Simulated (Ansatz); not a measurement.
Ansatz (a first-principles code) run on NaCd₂ (Fd-3m, 6 atoms in the cell): relaxation of cell and atoms.

Computed with PBE (plane waves, PAW; Ansatz).

```yaml
crystal:
  lattice:
    - [0.00000, 4.28835, 4.28835]
    - [4.28835, 0.00000, 4.28835]
    - [4.28835, 4.28835, 0.00000]
  atoms:
    - { symbol: Cd, position: [0.12500, 0.12500, 0.12500] }
    - { symbol: Cd, position: [0.62500, 0.12500, 0.12500] }
    - { symbol: Cd, position: [0.12500, 0.62500, 0.12500] }
    - { symbol: Cd, position: [0.12500, 0.12500, 0.62500] }
    - { symbol: Na, position: [0.75000, 0.75000, 0.75000] }
    - { symbol: Na, position: [0.50000, 0.50000, 0.50000] }
```

Reference input (self-consistent single point, DFT, PBE, plane waves, default PAW files): basis.ecutwfc = 420 eV; kpoints.mp_grid.grid = 5 5 5; hamiltonian.xc = pbe; hamiltonian.pseudopotentials = {kind: paw} (the program's default PAW files); scf.occupations.method = gaussian; scf.occupations.width = 0.136 eV. This run's input differs from it in these lines:

Ansatz 0.2 input:
```diff
@@ -13,3 +13,3 @@
 basis:
-  ecutwfc: 420.0 eV
+  ecutwfc: 590.0 eV
 kpoints:
@@ -21,2 +21,4 @@
   occupations: { method: gaussian, width: 0.136 eV }
+relax:
+  cell: {}
 output:
```

Output (repeated stretches shortened):

```
   [... SCF lines of the steps left out ...]
relax step   1: F+E_penalty+E_count = -35991.47530838 eV  Δ(F+E_penalty+E_count) = +0.000e0 eV  max|allowed force component| = 3.084e-18 eV/Å  Δτ_max = 0.0000 Å  P = -0.607 GPa  Ω = 157.725 Å³  (6 SCF iters, dr2 threshold 1.00e-7 eV, accepted)
relax step   2: F+E_penalty+E_count = -35991.48157543 eV  Δ(F+E_penalty+E_count) = -6.267e-3 eV  max|allowed force component| = 6.168e-18 eV/Å  Δτ_max = 0.0000 Å  P = -0.247 GPa  Ω = 155.397 Å³  energy of the carried Pulay correction = +3.080e-5 eV  [...]
relax step   3: F+E_penalty+E_count = -35991.48275585 eV  Δ(F+E_penalty+E_count) = -1.180e-3 eV  max|allowed force component| = 1.696e-17 eV/Å  Δτ_max = 0.0000 Å  P = +0.010 GPa  Ω = 153.844 Å³  energy of the carried Pulay correction = +5.162e-5 eV  [...]
relax step   4: F+E_penalty+E_count = -35991.48270550 eV  Δ(F+E_penalty+E_count) = +5.035e-5 eV  max|allowed force component| = 1.561e-17 eV/Å  Δτ_max = 0.0000 Å  P = +0.010 GPa  Ω = 153.844 Å³  stress off target by 9.80e-3 GPa  SCF on the basis [...]
basis re-selected at this cell: Δ(F+E_penalty+E_count) = +5.035e-5 eV, ΔP = +0.000 GPa vs the last step
the relaxation is at rest under the 48 symmetry operations that the run kept from its start: a minimum is not shown …
Stability not checked: this state was not tested for a lower state beside it, because too few of the mixer's solves of this state at the end of the SCF gave a …
Free energy (F): -35991.482705 eV
Internal energy: -35991.462998 eV  (E = F + TS)
   [... lines left out ...]
Fermi energy:    9.154538 eV
  cell:  # Å, volume = 153.8436 Å³
   [... lines left out ...]
    - { symbol: Cd, position: [0.625, 0.125, 0.125] }
    - { symbol: Cd, position: [0.125, 0.625, 0.125] }
    - { symbol: Cd, position: [0.12499999999999999, 0.12499999999999999, 0.625] }
    - { symbol: Na, position: [0.7499999999999999, 0.7499999999999999, 0.7499999999999999] }
    - { symbol: Na, position: [0.49999999999999994, 0.49999999999999994, 0.49999999999999994] }
```

The run converged. 

Summary of the result:
| Property | Result |
|---|---|
| Free energy E − TS (on the zero of these files) | -35991.4827 eV |
| Fermi level (on the code's own zero) | 9.15 eV |
| Pressure | 0.01 GPa |
| Final cell | a = 6.014 Å, b = 6.014 Å, c = 6.014 Å, α = 60.00°, β = 60.00°, γ = 60.00° |
| Final volume per atom | 25.64 Å³ |
| Relaxation steps | 4 |

The starting cell was generated: these elements placed on a structure prototype, without a prior relaxation; it need not be a known phase or ordering of this composition. The relaxation keeps the symmetry of its start, so its end need not be a minimum. Ansatz's pressure includes its estimate of the finite-basis (Pulay) stress.
